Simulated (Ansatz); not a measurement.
The reference is ZrSi in the rock salt structure (space group Fm-3m, No. 225; a = 5.342 Å; a hypothetical phase, not in the database extracts checked; relaxed with 0.1 eV smearing). Axes: x, y, z lie along the cube axes.

Computed with PBEsol (Ansatz, a first-principles code, PAW, no SOC), earlier PAW set.

A first run, uniaxial strain ε_yy = −1.01 %, gives secant values C11 ≈ 300 GPa and C12 ≈ 38 GPa from its stress. A second run applies biaxial strain −2.33 %, plane normal [001], relaxed out of plane.

### Question
What does linear elasticity predict for −ε⊥/ε∥ in the second run, and what does the run give?

### Answer
Linear elasticity: 2 C12/C11 = 0.25. The run gives 0.26; any difference comes from nonlinear terms at these strains and numerical noise.

Stability against distortions was not tested. The final runs are not spin-polarised.
